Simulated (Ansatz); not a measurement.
Mg2BeN2 (model structure, started from the Ca2ZnN2 type, I4/mmm, No. 139, 5 atoms in the cell) was calculated with PBE (PAW; Ansatz, an electronic-structure program).

Input file:

Ansatz 0.2 input:
```yaml
crystal:
  lattice:
    - [-1.5693524045, 1.5693524045, 5.5153296915]
    - [1.5693524045, -1.5693524045, 5.5153296915]
    - [1.5693524045, 1.5693524045, -5.5153296915]
  atoms:
    - { symbol: Mg, position: [0.6641355544, 0.6641355544, 0.0] }
    - { symbol: Mg, position: [0.3358644456, 0.3358644456, 0.0] }
    - { symbol: Be, position: [0.0, 0.0, 0.0] }
    - { symbol: N, position: [0.8608977034, 0.8608977034, 0.0] }
    - { symbol: N, position: [0.1391022966, 0.1391022966, 0.0] }
basis:
  ecutwfc: 520
  ecutrho_ratio: 4
  xc_grid: 2
kpoints:
  mp_grid: { grid: [14, 14, 14] }
  band_path:
    path:
      - [0.0, 0.0, 0.0]
      - [0.0, 0.0, 0.035714]
      - [0.0, 0.0, 0.071429]
      - [0.0, 0.0, 0.107143]
      - [0.0, 0.0, 0.142857]
      - [0.0, 0.0, 0.178571]
      - [0.0, 0.0, 0.214286]
      - [0.0, 0.0, 0.25]
      - [0.0, 0.0, 0.285714]
      - [0.0, 0.0, 0.321429]
      - [0.0, 0.0, 0.357143]
      - [0.0, 0.0, 0.392857]
      - [0.0, 0.0, 0.428571]
      - [0.0, 0.0, 0.464286]
      - [0.0, 0.0, 0.5]
      - [0.125, 0.125, 0.375]
      - [0.25, 0.25, 0.25]
      - [0.225, 0.275, 0.225]
      - [0.2, 0.3, 0.2]
      - [0.175, 0.325, 0.175]
      - [0.15, 0.35, 0.15]
      - [0.125, 0.375, 0.125]
      - [0.1, 0.4, 0.1]
      - [0.075, 0.425, 0.075]
      - [0.05, 0.45, 0.05]
      - [0.025, 0.475, 0.025]
      - [0.0, 0.5, 0.0]
      - [0.0, 0.45, 0.0]
      - [0.0, 0.4, 0.0]
      - [0.0, 0.35, 0.0]
      - [0.0, 0.3, 0.0]
      - [0.0, 0.25, 0.0]
      - [0.0, 0.2, 0.0]
      - [0.0, 0.15, 0.0]
      - [0.0, 0.1, 0.0]
      - [0.0, 0.05, 0.0]
      - [0.1, 0.1, -0.1]
      - [0.2, 0.2, -0.2]
      - [0.3, 0.3, -0.3]
      - [0.4, 0.4, -0.4]
      - [0.5, 0.5, -0.5]
      - [0.474471, 0.525529, -0.474471]
      - [0.448943, 0.551057, -0.448943]
      - [0.423414, 0.576586, -0.423414]
      - [0.397885, 0.602115, -0.397885]
      - [0.372356, 0.627644, -0.372356]
      - [0.346828, 0.653172, -0.346828]
      - [0.321299, 0.678701, -0.321299]
      - [0.29577, 0.70423, -0.29577]
      - [0.270241, 0.729759, -0.270241]
      - [-0.270241, 0.270241, 0.270241]
      - [-0.245674, 0.245674, 0.245674]
      - [-0.221107, 0.221107, 0.221107]
      - [-0.196539, 0.196539, 0.196539]
      - [-0.171972, 0.171972, 0.171972]
      - [-0.147404, 0.147404, 0.147404]
      - [-0.122837, 0.122837, 0.122837]
      - [-0.09827, 0.09827, 0.09827]
      - [-0.073702, 0.073702, 0.073702]
      - [-0.049135, 0.049135, 0.049135]
      - [-0.024567, 0.024567, 0.024567]
      - [-0.040483, 0.040483, 0.5]
      - [0.5, 0.5, -0.040483]
      - [0.5, 0.5, -0.07583]
      - [0.5, 0.5, -0.111178]
      - [0.5, 0.5, -0.146525]
      - [0.5, 0.5, -0.181873]
      - [0.5, 0.5, -0.21722]
      - [0.5, 0.5, -0.252568]
      - [0.5, 0.5, -0.287915]
      - [0.5, 0.5, -0.323263]
      - [0.5, 0.5, -0.35861]
      - [0.5, 0.5, -0.393958]
      - [0.5, 0.5, -0.429305]
      - [0.5, 0.5, -0.464653]
    npoints: 1
hamiltonian:
  xc: pbe
  dispersion: none
  pseudopotentials: { kind: paw }
scf:
  occupations: { method: fermi_dirac, width: 0.01 }
  convergence: { dr2_threshold: 0.0000000005 }
output:
  forces: true
  stress: true
  eigenvalues: true
  write_bands: true
```

The run printed, among other lines:

```
Crystal: 5 atoms, lattice volume = 54.334 Å³
Basis set: ecut = 520 eV, 1421 PW (Γ), FFT grids on a1+a3, a2+a3, a3, exchange–correlation on 48×48×90 points (8 copies of the dense FFT grid, shifted against one another)
Bands: 21, of which v1, the nominal top of the filled ones, is band 16 counted from 1 (15 counted from 0)
Symmetry: 16 space group operations
Space group: I4/mmm (ITA 139), of the structure as read, at distance tolerance 3.8e-5 Å
k-points: 244 of 2744
Functional: x = pbe(κ = 0.804, μ = 0.2195149727645171), c = pbe(β = 0.06672455060314922)
SCF iter   1: F=—  HF=-4712.163451 eV  |F-HF|=—  |Δ(HF+E_count)|=         —  Δρ=2.83e-3  dr2=1.63e-2
SCF iter   2: F=—  HF=-4712.158583 eV  |F-HF|=—  |Δ(HF+E_count)|=   4.87e-3  Δρ=1.46e-3  dr2=3.12e-3
  ...
SCF iter   6: F=—  HF=-4712.157825 eV  |F-HF|=—  |Δ(HF+E_count)|=   7.98e-9  Δρ=2.89e-6  dr2=3.03e-9
SCF iter   7: F=-4712.157825 eV  HF=-4712.157825 eV  |F-HF|=6.37e-12  |Δ(HF+E_count)|=   3.69e-9  Δρ=3.59e-7  dr2=6.26e-11
SCF 1 converged in 7 iterations: F = -4712.157825 eV  dr2 = 6.26e-11
SCF converged after 7 iterations
Free energy (F): -4712.157825 eV
Internal energy: -4712.157825 eV  (E = F + TS)
E sigma→0 (E₀):  -4712.157825 eV
Fermi energy:    7.754993 eV
--- Forces (eV/Å), atoms counted from 1 ---
  atom   1  Mg     0.00000000    -0.00000000     0.00157906
  atom   2  Mg     0.00000000     0.00000000    -0.00157906
  atom   3  Be    -0.00000000     0.00000000    -0.00000000
  atom   4  N     -0.00000000     0.00000000     0.00078493
  atom   5  N     -0.00000000     0.00000000    -0.00078493
--- Stress (GPa, compression-positive) ---
       -0.000138       0.000000       0.000000
        0.000000      -0.000138       0.000000
        0.000000       0.000000       0.007095
  P = ⅓ Tr σ = 0.0023 GPa (0.023 kbar)
```

Note: the relaxation could raise the start's symmetry but not lower it, so the cell can be a saddle point.

A model structure was made by putting elements into a prototype or built by hand; it is no filed structure, need not be a known phase, and can be a saddle point held by its symmetry.
